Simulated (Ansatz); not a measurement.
Start from WSi2 (space group I4/mmm, No. 139; a = 3.202 Å, c = 7.818 Å; relaxed with 0.1 eV smearing). Axes: x, y, z lie along a, b, c of the conventional cell.

Calculations: PBEsol in Ansatz (plane waves to 420 eV, PAW, no spin-orbit coupling).

Strains are applied to the cell and any free atomic positions relax.

One change was made to it. Results:

```json
[
 {"quantity": "energy relative to the base (free energy F)", "base": "0 meV/atom", "after": "+10 meV/atom"},
 {"quantity": "shortest interatomic distance", "base": "2.588 Å", "after": "2.584 Å"}
]
```

Q: Name the change that was made.
A. tensor shear ε_xz = +0.29 %
B. tensor shear ε_xz = +1.14 %
C. tensor shear ε_xz = +1.71 %

A: C, tensor shear ε_xz = +1.71 %. For comparison, the energy relative to the base in the other runs: tensor shear ε_xz = +1.14 % gives +4.5 meV/atom; tensor shear ε_xz = +0.29 % gives +0.3 meV/atom.

No phonon test of stability was made. All final runs are without spin polarisation.

Ansatz is a program for electronic structure.
